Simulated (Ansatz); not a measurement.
an ordered model of ordered Si6Ge2 alloy: the defect Si interstitial

All values below come from PBE, PAW (plane waves to 420 eV; Ansatz, a first-principles code). A 2×2×2 supercell of 64 sites was used; the energies come from a 2×2×2 shifted sampling of its zone. Site at the start: void with 4Si nearest, no. 1. Finite-size correction: monopole term and site-potential alignment. Dielectric constants: PBE linear response of the host. Host gap at this level: 0.38 eV. These values are not converged in cell size to better than tenths of an eV. Levels are measured in PBE's own, too narrow, gap. Spin–orbit coupling is left out. Each state is the lowest found from its start.

The name describes the start; the neighbours show where the atoms ended.

Charges from +2 to −1 were run; one beyond them could lie lower near a band edge.

```
charge         moment (μB)  largest move off a lattice site (Å)  neighbours of the last Si atom of the defect at the end (Å)  image correction with alignment (eV)
------  ------------------  -----------------------------------  -----------------------------------------------------------  ------------------------------------
+2      not spin-polarised                                 0.10                           Si 2.50, Si 2.50, Si 2.50, Si 2.50                                  0.77
+1†             fractional                                 0.10                           Si 2.50, Si 2.51, Si 2.51, Si 2.51                                  0.29
0†      not spin-polarised                                 0.12                           Si 2.50, Si 2.51, Si 2.52, Si 2.53                                  0.00
−1†                    1.0                                 0.10                           Si 2.50, Si 2.51, Si 2.51, Si 2.51                                 -0.08
```

† Not settled in this cell, so no level is given: charge +1: fractional moment, carriers not clearly localised, level within 0.1 eV of a band edge or past it; charge 0: carriers not clearly localised, level within 0.1 eV of a band edge or past it; charge −1: carriers not clearly localised, level within 0.1 eV of a band edge or past it.

Flagged in the runs: a host whose relaxation on this sampling wasn't shown to rest.
